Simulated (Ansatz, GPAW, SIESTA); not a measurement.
**One structure in several programs: LiMnN₂ (I-42d, 8 atoms in the cell)**

Self-consistent single point.

```yaml
crystal:
  lattice:
    - [-2.28069, 2.28069, 4.19606]
    - [2.28069, -2.28069, 4.19606]
    - [2.28069, 2.28069, -4.19606]
  atoms:
    - { symbol: Li, position: [0.25000, 0.75000, 0.50000] }
    - { symbol: Li, position: [0.50000, 0.50000, 0.00000] }
    - { symbol: Mn, position: [0.75000, 0.25000, 0.50000], spin: 4.0 }
    - { symbol: Mn, position: [0.00000, 0.00000, 0.00000], spin: 4.0 }
    - { symbol: N, position: [0.37500, 0.94348, 0.06848] }
    - { symbol: N, position: [0.05652, 0.12500, 0.43152] }
    - { symbol: N, position: [0.87500, 0.30652, 0.93152] }
    - { symbol: N, position: [0.69348, 0.62500, 0.56848] }
```
(The spins are starting values, not results.)

Shared settings, as Ansatz (a quantum-chemistry and plane-wave program) writes them: kpoints.mp_grid.grid = 5 5 5; scf.occupations.method = gaussian; scf.occupations.width = 0.2 eV. Potentials and cutoffs stand in the table.

| code | model | pressure (GPa) | largest force (eV/Å) | size of the net moment (μB/atom) | cutoff |
|---|---|---|---|---|---|
| SIESTA | LDA PW92, numerical atomic orbitals DZP, PseudoDojo LDA standard norm-conserving potentials (rewritten from UPF to PSML) | -7.62 | 0.336 | 0.04 | grid 350 Ry |
| GPAW | LDA (Perdew-Wang 92), GPAW PAW datasets LDA (gpaw-data 1.0.1) | – | 0.873 | 0.06 | 900 eV |
| Ansatz | LDA (PW92), PAW files made with PBE | -11.80 | 0.692 | 0.05 | default |

Size of the force on each atom (eV/Å): Sizes of forces hide their directions.

```csv
code,Li1,Li2,Mn3,Mn4,N5,N6,N7,N8
SIESTA,0.000,0.000,0.007,0.007,0.336,0.336,0.336,0.336
GPAW,0.000,0.000,0.000,0.000,0.873,0.873,0.873,0.873
Ansatz,0.000,0.000,0.000,0.000,0.692,0.692,0.692,0.692
```

A dash marks a value that a program does not give, or that is left out as unsure.

On Ansatz's run: the moments shrank to a small part of their start, a low-spin state that need not be the lowest. The program warned that a starting moment was not kept.

The spread over the programs that give each value: pressure within 4.18 GPa; largest force within 0.537 eV/Å; size of the net moment within 0.02 μB/atom.

SIESTA uses small atom-centred bases, whose incompleteness enters pressures, forces and empty levels differently from a plane-wave cutoff. Ansatz's pressure is given at a fixed set of plane waves, as the other plane-wave codes print theirs; with its correction for the finite basis it is -11.35 GPa (the shift of 0.45 GPa shows how far the cutoff is from converged). The pressure of GPAW is left out: its cutoff lies under the one at which its stress was checked.

The starting cell comes from a database of computed structures (which also holds hypothetical and non-ambient phases and stackings), without a prior relaxation at this level.

Keys are those of Ansatz 0.2.
